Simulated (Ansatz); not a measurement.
The reference is MoS2 in the 3R-MoS2 type structure (space group R3m, No. 160; a = 3.153 Å, c = 17.994 Å (hexagonal axes); layered, stacked along the Cartesian z axis).

Modification: every lattice vector is shortened by 1.86 %, atoms relaxed at fixed cell.

Levels (all Ansatz, an electronic-structure program, PAW, earlier PAW set): PBE-D3(BJ) (420 eV, no SOC); PBE+SOC (420 eV, spin-orbit coupling included).

The geometry is relaxed with PBE-D3(BJ).

- PBE-D3(BJ) gap character = indirect, T → Γ–S₀ (56 % along)
- PBE-D3(BJ) band gap = 0.64 eV
- PBE-D3(BJ) smallest direct gap = 1.98 eV

**Question.** Predict the gap character, band gap and smallest direct gap from PBE+SOC.

**Answer.** The gap character stays indirect, T → Γ–S₀ (56 % along); the band gap falls by 0.03 eV (0.64 eV → 0.61 eV); the smallest direct gap falls by 0.085 eV to 1.89 eV.

Single points use the geometry relaxed with PBE-D3(BJ). The spin-orbit shifts are approximate. The cells carry an imposed strain or load. Stability against distortions was not tested.
